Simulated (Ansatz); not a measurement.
## Antifluorite K2S

All values below come from PBEsol (Ansatz, a first-principles code, plane waves, PAW).

Settings: plane-wave cutoff 500 eV, 8×8×8 k mesh, gaussian smearing 0.02 eV, scalar-relativistic PAW data made under PBE.

Cell (relaxed at this level):

```xyz
3
Lattice="0.0000 3.6685 3.6685 3.6685 0.0000 3.6685 3.6685 3.6685 0.0000" Properties=species:S:1:pos:R:3 pbc="T T T"
K      1.8342     1.8342     1.8342
K      5.5027     5.5027     5.5027
S      0.0000     0.0000     0.0000
```

For antifluorite K2S, the band gap comes out as 2.35 eV (on the SCF k mesh).

The computed numbers hold no vibrational or temperature effects.

It cost around 17 core-seconds (rough) of CPU time.
